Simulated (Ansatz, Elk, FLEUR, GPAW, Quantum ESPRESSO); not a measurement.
# One structure in several programs: VFe₃ (I4/mmm, 4 atoms in the cell)

Self-consistent single point.

```
VFe3
1.0
   -2.04367     2.04367     2.89713
    2.04367    -2.04367     2.89713
    2.04367     2.04367    -2.89713
V Fe
1 3
Cartesian
  0.00000   0.00000   2.89713
  0.00000   2.04367   1.44857
  2.04367   0.00000   1.44857
  0.00000   0.00000   0.00000
```
Moments meant for the start (each program seeds them in its own way; μB, in the order of the atoms V Fe Fe Fe): 2.0 4.0 4.0 4.0.

All programs got the same cell, k-point mesh and kind of occupations, and the same starting moments (in Ansatz's words: kpoints.mp_grid.grid = 6 6 6; magnetization.spin_polarized = true; scf.occupations.method = gaussian; scf.occupations.width = 0.02 Ry); potentials, basis and cutoffs are each program's usual ones.

```
code                                                                                 model  pressure (GPa)  size of the net moment (μB/atom)           cutoff
----------------  ------------------------------------------------------------------------  --------------  --------------------------------  ---------------
Quantum ESPRESSO     PBEsol, PseudoDojo standard norm-conserving (PBESOL) pseudopotentials          -13.45                              1.29            90 Ry
Elk               PBEsol, all-electron FP-LAPW, Elk's shipped species files, LAPW+lo basis               –                              1.26       rgkmax 7.5
GPAW                                 PBEsol, GPAW PAW datasets PBEsol (made by gpaw-setup)          -12.97                              1.27           850 eV
Ansatz                                                     PBEsol, PAW files made with PBE          -15.09                              1.27          30.9 Ry
FLEUR                      PBEsol, all-electron FLAPW (FLEUR), scalar-relativistic valence               –                              1.27  Kmax 3.7 1/bohr
```

A dash marks a value that a program does not give, or that is left out as unsure.

The spread over the programs that give each value: pressure within 2.12 GPa; size of the net moment within 0.03 μB/atom.

The starting cell comes from a database of computed structures (which also holds hypothetical and non-ambient phases and stackings), without a prior relaxation at this level. On Ansatz's run: The magnetic order is the one reached from the typed start; others were not searched systematically. The program warned that a starting moment was not kept. In the base run, with a pressure of about -15 GPa the cell is away from its equilibrium volume at this level.

Task: Why do the programs differ, and what cannot be compared?

Result: Differences of this kind can come from the potentials, where these differ, and from what each basis and cutoff leave unconverged. The valence holds different numbers of electrons (Quantum ESPRESSO 61, GPAW 37, Ansatz (a program for electronic structure) 61, FLEUR 61). The zero of total energies and Fermi levels follows the potentials and each program's conventions, so they are not compared here. Elk and FLEUR treat all electrons, but the usual bases taken here (sphere radii, linearisation, local orbitals, empty states) were not tested for convergence, so the values are no reference for the others. Ansatz's pressure is given at a fixed set of plane waves, as the other plane-wave codes print theirs; with its correction for the finite basis it is -14.91 GPa. Ansatz's smearing width was typed in Ry to four decimals, so it matches the others to a few per cent. Site moments depend on each program's spheres or projections; the total moment of the cell does not. In the pressure, Ansatz (by 1.64) lies more than 1 GPa from the median of the plane-wave programs.

Left out of this page: ABINIT (stopped by limits of time or memory); SIESTA (unsound by tests on forces, stress, charge or solver warnings).

Keys are those of Ansatz 0.2.
